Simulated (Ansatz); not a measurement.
Worked example: self-consistent single point of NiSi₂ (Fm-3m, 3 atoms in the cell) in Ansatz (a program for electronic structure).

Computed with PBE (plane waves, PAW; Ansatz).

The change in words: lattice scaled by 0.98. Reference geometry:
```
CELL_PARAMETERS angstrom
      0.00000     2.70500     2.70500
      2.70500     0.00000     2.70500
      2.70500     2.70500     0.00000
ATOMIC_POSITIONS crystal
  Si 0.25000 0.25000 0.25000
  Si 0.75000 0.75000 0.75000
  Ni 0.00000 0.00000 0.00000
```

Reference input (self-consistent single point, DFT, PBE, plane waves, default PAW files): kpoints.mp_grid.grid = 11 11 11; hamiltonian.xc = pbe; hamiltonian.pseudopotentials = {kind: paw} (the program's default PAW files); scf.occupations.method = fermi_dirac; scf.occupations.width = 0.136 eV. This run's input differs from it in these lines:

```diff
@@ -3,5 +3,5 @@
   lattice:
-    - [0.00000000, 2.70500000, 2.70500000]
-    - [2.70500000, 0.00000000, 2.70500000]
-    - [2.70500000, 2.70500000, 0.00000000]
+    - [0.00000000, 2.65090000, 2.65090000]
+    - [2.65090000, 0.00000000, 2.65090000]
+    - [2.65090000, 2.65090000, 0.00000000]
   atoms:
```

The program printed (abridged):

```
SCF iter   1: F=—  HF=-7112.307018 eV  |F-HF|=—  |Δ(HF+E_count)|=         —  Δρ=1.22e-2  dr2=3.91e-2  ethr=1.77e-3  ⟨swp⟩=5.0  Hψ=4818  notcnv=0
all-band conjugate gradients solve this SCF's bands
preconditioner: auto → Kerker (q_TF=auto, 2.570 Å⁻¹)
SCF iter   2: F=—  HF=-7112.303663 eV  |F-HF|=—  |Δ(HF+E_count)|=   3.35e-3  Δρ=3.55e-3  dr2=4.51e-3  ethr=1.50e-4  ⟨swp⟩=1.2  Hψ=1417  notcnv=0
SCF iter   3: F=—  HF=-7112.303157 eV  |F-HF|=—  |Δ(HF+E_count)|=   5.06e-4  Δρ=1.10e-3  dr2=5.35e-4  ethr=1.73e-5  ⟨swp⟩=1.0  Hψ=952  notcnv=0
SCF iter   4: F=—  HF=-7112.303156 eV  |F-HF|=—  |Δ(HF+E_count)|=   1.39e-6  Δρ=3.57e-4  dr2=4.19e-5  ethr=2.06e-6  ⟨swp⟩=2.6  Hψ=1431  notcnv=0
SCF iter   5: F=—  HF=-7112.303166 eV  |F-HF|=—  |Δ(HF+E_count)|=   1.05e-5  Δρ=1.06e-4  dr2=5.78e-6  ethr=1.61e-7  ⟨swp⟩=2.1  Hψ=1204  notcnv=0
SCF iter   6: F=—  HF=-7112.303169 eV  |F-HF|=—  |Δ(HF+E_count)|=   3.00e-6  Δρ=3.52e-5  dr2=6.44e-7  ethr=2.22e-8  ⟨swp⟩=2.2  Hψ=1407  notcnv=0
SCF iter   7: F=-7112.303169 eV  HF=-7112.303169 eV  |F-HF|=3.54e-8  |Δ(HF+E_count)|=   5.08e-8  Δρ=1.15e-5  dr2=4.87e-8  ethr=3.85e-10  ⟨swp⟩=5.3  Hψ=4202  notcnv=0
SCF 1 converged in 7 iterations: F = -7112.303169 eV  dr2 = 4.87e-8
Free energy (F): -7112.303169 eV
Internal energy: -7112.252679 eV  (E = F + TS)
E sigma→0 (E₀):  -7112.277924 eV
Entropy (-TS):   -0.050490 eV (-16.830 meV/atom)
Fermi energy:    14.387182 eV
--- Forces (eV/Å), atoms counted from 1 ---
  atom   1  Si     0.00000000     0.00000000     0.00000000
   [... zero for the other atoms too ...]
--- Stress (GPa, compression-positive) ---
       14.026348       0.000000      -0.000000
        0.000000      14.026348      -0.000000
        0.000000       0.000000      14.026348
  P = ⅓ Tr σ = 14.0263 GPa (140.263 kbar)
  The stress holds the Pulay correction. Without it, at fixed plane waves, as pw.x and ABINIT print it: P = 13.9683 GPa
```

The run converged in 7 iterations. Against the reference run the free energy goes up by 39.8 meV/atom and the pressure goes from 3.02 to 14.03 GPa.

The starting cell has typed, rounded lattice constants, without a prior relaxation at this level. For this run, on top of that: lattice scaled by 0.98. Spin polarisation is off. With a pressure of about 14 GPa the cell is away from its equilibrium volume at this level. Ansatz's pressure includes its estimate of the finite-basis (Pulay) stress.

Keys are those of Ansatz 0.2.
